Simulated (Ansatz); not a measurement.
**A computed series for TiO2: pressure series**

The parent structure is TiO₂ in the anatase structure (space group I4_1/amd, No. 141; a = 3.770 Å, c = 9.552 Å).

Cell and atoms are relaxed at each pressure.

Computed with PBEsol (Ansatz, a program for electronic structure), scalar-relativistic without spin-orbit coupling.

```json
[
 {"P (GPa)": "-2.00", "V (Å³/atom)": "11.439"},
 {"P (GPa)": "-1.00", "V (Å³/atom)": "11.375"},
 {"P (GPa)": "0.29", "V (Å³/atom)": "11.295"},
 {"P (GPa)": "0.70", "V (Å³/atom)": "11.269"},
 {"P (GPa)": "1.50", "V (Å³/atom)": "11.220"},
 {"P (GPa)": "3.00", "V (Å³/atom)": "11.130"},
 {"P (GPa)": "5.00", "V (Å³/atom)": "11.012"},
 {"P (GPa)": "7.49", "V (Å³/atom)": "10.871"},
 {"P (GPa)": "9.99", "V (Å³/atom)": "10.733"}
]
```

Task: Fit a third-order Birch–Murnaghan equation of state.

Result: Least squares on P(V) = (3B₀/2)[(V₀/V)^(7/3) − (V₀/V)^(5/3)]·[1 + (3/4)(B₀′ − 4)((V₀/V)^(2/3) − 1)] gives V₀ = 11.31 Å³/atom, B₀ = 181 GPa and B₀′ = 1.9.

Load acts through the strain it causes; cell and atoms are relaxed under it. Whether these cells are dynamically stable was not tested. No other phases were tried under pressure. The base started in C2/c and relaxed to I4_1/amd at this level. The final runs are not spin-polarised.
